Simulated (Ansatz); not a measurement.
**AlGaAs2, pressure series**

The parent structure is AlGaAs2 (space group R3m, No. 160; a = 4.011 Å, c = 19.647 Å (hexagonal axes); a cell from a computed database, its experimental status unchecked).

Cell and atoms are relaxed at each pressure.

Computed with r2SCAN (Ansatz, a quantum-chemistry and plane-wave program, PAW, no spin-orbit coupling), earlier PAW set.

Notes on the quantities. enthalpy: H = E + PV relative to the base's energy.

```json
[
 {"change": "base", "gap character": "direct at Γ", "band gap": "1.35 eV", "enthalpy": "–", "shortest interatomic distance": "2.453 Å"},
 {"change": "pressure 3 GPa", "gap character": "direct at Γ", "band gap": "1.57 eV", "enthalpy": "+0.42 eV/atom", "shortest interatomic distance": "2.423 Å"},
 {"change": "pressure 30 GPa", "gap character": "indirect, Γ → F", "band gap": "(withheld)", "enthalpy": "+3.73 eV/atom", "shortest interatomic distance": "(withheld)"},
 {"change": "pressure 50 GPa", "gap character": "indirect, Γ → F", "band gap": "1.03 eV", "enthalpy": "+5.86 eV/atom", "shortest interatomic distance": "2.195 Å"},
 {"change": "pressure 75 GPa", "gap character": "indirect, Γ → F", "band gap": "0.74 eV", "enthalpy": "+8.30 eV/atom", "shortest interatomic distance": "2.131 Å"}
]
```

Task: Some entries are withheld; estimate them.

Result: 
- pressure 30 GPa, band gap: 1.28 eV
- pressure 30 GPa, shortest interatomic distance: 2.264 Å

Load acts through the strain it causes; cell and atoms are relaxed under it. No phonon test of stability was made. Competing high-pressure phases were not computed.
